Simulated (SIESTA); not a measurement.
**SIESTA run on Zr2Al3Zn (R-3m, 6 atoms in the cell): self-consistent single point**

Method of the run: GGA PBEsol, numerical atomic orbitals DZP, PseudoDojo PBEsol standard norm-conserving potentials (rewritten from UPF to PSML) run with SIESTA 5.4.2.

This input was run:

```
# files in the folder: Zr.psml Al.psml Zn.psml (PseudoDojo PBEsol standard)
SystemName  Zr2Al3Zn
SystemLabel Zr2Al3Zn

NumberOfAtoms                6
NumberOfSpecies              3
%block ChemicalSpeciesLabel
  1 40 Zr
  2 13 Al
  3 30 Zn
%endblock ChemicalSpeciesLabel
LatticeConstant              1.0 Ang
%block LatticeVectors
     2.665960000    1.539193000    4.267845000
    -2.665960000    1.539193000    4.267845000
     0.000000000   -3.078386000    4.267845000
%endblock LatticeVectors
AtomicCoordinatesFormat      Fractional
%block AtomicCoordinatesAndAtomicSpecies
     0.624513000    0.624513000    0.624513000  1
     0.375487000    0.375487000    0.375487000  1
     0.000000000    0.500000000    0.000000000  2
     0.000000000    0.000000000    0.500000000  2
     0.500000000    0.000000000    0.000000000  2
     0.000000000    0.000000000    0.000000000  3
%endblock AtomicCoordinatesAndAtomicSpecies

XC.functional                GGA
XC.authors                   PBEsol
PAO.BasisSize                DZP
PAO.EnergyShift              0.01 Ry
MeshCutoff                   350 Ry
%block kgrid.MonkhorstPack
    7   0   0  0.0
    0   7   0  0.0
    0   0   7  0.0
%endblock kgrid.MonkhorstPack
OccupationFunction           MP
OccupationMPOrder            0
ElectronicTemperature        1578.21 K

MaxSCFIterations             150
SCF.Mixer.Method             Pulay
SCF.Mixer.Weight             0.2
SCF.Mixer.History            6
SCF.DM.Tolerance             1.0E-04
Diag.ParallelOverK           true
WriteForces                  true
Charge.Mulliken              end
```

Output (repeated stretches shortened):

```
reinit: Reading from file input.fdf

reinit: System Name: Zr2Al3Zn
reinit: System Label: Zr2Al3Zn

coor:   Atomic-coordinates input format  =     Fractional

siesta: Atomic coordinates (Bohr) and species
siesta:      0.00000   0.00000  15.11020  1        1
siesta:      0.00000   0.00000   9.08497  1        2
siesta:     -2.51897   1.45433   4.03253  2        3
siesta:      0.00000  -2.90865   4.03253  2        4
siesta:      2.51897   1.45433   4.03253  2        5
siesta:      0.00000   0.00000   0.00000  3        6

siesta: System type = bulk

initatomlists: Number of atoms, orbitals, and projectors:      6    96   108

siesta: ******************** Simulation parameters ****************************
redata: Spin configuration                          = none
redata: Time-Reversal Symmetry                      = T
redata: Number of Atomic Species                    =        3
redata: Mesh Cutoff                                 =   350.0000 Ry
redata: Net charge of the system                    =     0.0000 |e|
redata: Min. number of SCF Iter                     =        0
redata: Max. number of SCF Iter                     =      150
redata: SCF convergence failure will abort job
redata: SCF mix quantity                            = Hamiltonian
redata: Mix DM or H after convergence               =   F
redata: Recompute H after scf cycle                 =   F
redata: Mix DM in first SCF step                    =   T
redata: No kicks to SCF
redata: DM Mixing Weight for Kicks                  =     0.5000
redata: Require Harris convergence for SCF          =   F
redata: Harris energy tolerance for SCF             =     0.000100 eV
redata: Require DM convergence for SCF              =   T
redata: DM tolerance for SCF                        =     0.000100
redata: Require EDM convergence for SCF             =   F
redata: EDM tolerance for SCF                       =     0.001000 eV
   [... lines left out ...]
diag: Used triangular part                          = Lower
diag: Absolute tolerance                            =  0.100E-15
diag: Orthogonalization factor                      =  0.100E-05
diag: Memory factor                                 =  1.0000

superc: Internal auxiliary supercell:     5 x     5 x     5  =     125
superc: Number of atoms, orbitals, and projectors:    750  12000  13500

                        Single-point calculation

superc: Internal auxiliary supercell:     5 x     5 x     5  =     125
superc: Number of atoms, orbitals, and projectors:    750  12000  13500

outcell: Unit cell vectors (Ang):
        2.665960    1.539193    4.267845
       -2.665960    1.539193    4.267845
        0.000000   -3.078386    4.267845

outcell: Cell vector modules (Ang)   :    5.262220    5.262220    5.262220
outcell: Cell angles (23,13,12) (deg):     60.8783     60.8783     60.8783
outcell: Cell volume (Ang**3)        :    105.0767
new_DM -- step:     1
Initializing Density Matrix...

Attempting to read DM from file... Failed...
DM filled with atomic data:

InitMesh: MESH = 50 x 50 x 50 = 125000
InitMesh: Mesh cutoff (required, used) =   350.000   366.199 Ry

stepf: Methfessel-Paxton step function
       Using Hermite-Gauss polynomials of order  0
        iscf     Eharris(eV)        E_KS(eV)     FreeEng(eV)     dDmax    Ef(eV) dHmax(eV)
   scf:    1    -7202.609525    -8163.194556    -8163.249132  1.613289 -2.470752155.447680
   scf:    2    -8453.718510    -8598.012908    -8598.026258  0.982308 -3.587204 41.143036
   scf:    3    -8633.343986    -8617.674153    -8617.690529  0.548686 -4.103530 26.155127
   scf:    4    -8631.544715    -8625.862457    -8625.885158  0.290186 -4.540918 11.983287
   scf:    5    -8628.600815    -8627.554097    -8627.579550  0.178110 -4.578390  2.677075
   scf:    6    -8626.457755    -8627.376915    -8627.406157  0.100788 -4.800378  4.610065
   [... 3 lines left out ...]
   scf:   10    -8627.742693    -8627.742665    -8627.769366  0.000804 -4.699172  0.021686
   scf:   11    -8627.742680    -8627.742674    -8627.769375  0.000394 -4.699539  0.003758
   scf:   12    -8627.742663    -8627.742669    -8627.769375  0.000147 -4.699716  0.007050
   scf:   13    -8627.742672    -8627.742671    -8627.769376  0.000126 -4.699716  0.000142
   scf:   14    -8627.742670    -8627.742670    -8627.769376  0.000005 -4.699723  0.000074
SCF Convergence by DM+H criterion
max |DM_out - DM_in|         :     0.0000050172
max |H_out - H_in|      (eV) :     0.0000743095
SCF cycle converged after 14 iterations

Using DM_out to compute the final energy and forces

siesta: E_KS(eV) =            -8627.7427

siesta: E_KS - E_eggbox =     -8627.7427

siesta: Atomic forces (eV/Ang):
     1    0.000000   -0.000000   -0.041261
     2   -0.000000    0.000000    0.041261
     3    0.000000   -0.000000    0.000000
     4   -0.000000    0.000000    0.000000
     5   -0.000000   -0.000000    0.000000
     6   -0.000000    0.000000    0.000000
   Tot   -0.000000    0.000000    0.000000
   Max    0.041261
   Res    0.013754    sqrt( Sum f_i^2 / 3N )
   Max    0.041261    constrained

Stress tensor Voigt[x,y,z,yz,xz,xy] (kbar):       39.09       39.10       46.27       -0.00       -0.00        0.00
(Free)E + p*V (eV/cell)    -8630.4902
Target enthalpy (eV/cell)    -8627.7694

siesta: Program's energy decomposition (eV):
siesta: Ebs     =     -1636.855261
siesta: Eions   =     11379.802581
siesta: Ena     =      1524.461629
siesta: Ekin    =      3356.992433
siesta: Enl     =      -984.161962
siesta: Eso     =         0.000000
siesta: Edftu   =         0.000000
siesta: DEna    =        85.168086
siesta: DUscf   =         5.372362
siesta: DUext   =         0.000000
siesta: Ex      =     -1144.113559
siesta: Ec      =       -91.659078
siesta: Exc     =     -1235.772637
siesta: Eharris =     -8627.742670
siesta: Etot    =     -8627.742670
siesta: FreeEng =     -8627.769376

siesta: Atomic forces (eV/Ang):
siesta:      1    0.000000   -0.000000   -0.041261
siesta:      2   -0.000000    0.000000    0.041261
siesta:      3    0.000000   -0.000000    0.000000
siesta:      4   -0.000000    0.000000    0.000000
siesta:      5   -0.000000   -0.000000    0.000000
siesta:      6   -0.000000    0.000000    0.000000
siesta: ----------------------------------------
siesta:    Tot   -0.000000    0.000000    0.000000

siesta: Stress tensor (static) (eV/Ang**3):
siesta:     0.024401    0.000000   -0.000000
siesta:     0.000000    0.024402   -0.000000
siesta:    -0.000000   -0.000000    0.028879

   [... lines left out ...]
siesta: Cell volume =        105.076742 Ang**3
siesta:         -41.48647620        -40.81783462  kBar
   [... lines left out ...]
              0.240   0.498   0.538   0.572   0.538   0.498   0.016  -0.024

              0.016  -0.024   0.016

Species: Al
Atom  Qatom  Qorb
               3s      3s      3py     3pz     3px     3py     3pz     3px
               3Pdxy   3Pdyz   3Pdz2   3Pdxz   3Pdx2-y2
   3  3.310   0.811   0.195   0.109   0.502  -0.003   0.383   0.223   0.408
              0.132   0.110   0.148   0.123   0.167
   4  3.310   0.811   0.195  -0.058   0.502   0.165   0.420   0.223   0.371
              0.185   0.129   0.148   0.104   0.115
   5  3.310   0.811   0.195   0.109   0.502  -0.003   0.383   0.223   0.408
              0.132   0.110   0.148   0.123   0.167

Species: Zn
Atom  Qatom  Qorb
               3s      4s      4s      3py     3pz     3px     4py     4pz
               4px     3dxy    3dyz    3dz2    3dxz    3dx2-y2 3dxy    3dyz
               3dz2    3dxz    3dx2-y2
   6 19.582   1.947   0.695  -0.223   2.008   2.014   2.008   0.454   0.496
              0.454   1.833   1.839   1.842   1.839   1.833   0.116   0.106

              0.096   0.106   0.116

mulliken: Qtot =       53.000

Mulliken Atomic Populations:
Atom #   charge [q] valence [e]  Species
     1     0.255496   11.744504  Zr
     2     0.255496   11.744504  Zr
     3    -0.309830    3.309830  Al
     4    -0.309830    3.309830  Al
     5    -0.309830    3.309830  Al
     6     0.418497   19.581503  Zn
 Total     0.000000
```

The run converged in 14 iterations.

The starting cell comes from a database of computed structures (which also holds hypothetical and non-ambient phases and stackings), without a prior relaxation at this level. Its lattice was rescaled by a random factor within 2.5 % of one. Values carry the incompleteness of an atom-centred basis. With a pressure of about -4 GPa the cell is away from its equilibrium volume at this level.

Cost on one core of a shared machine: roughly 2 min.
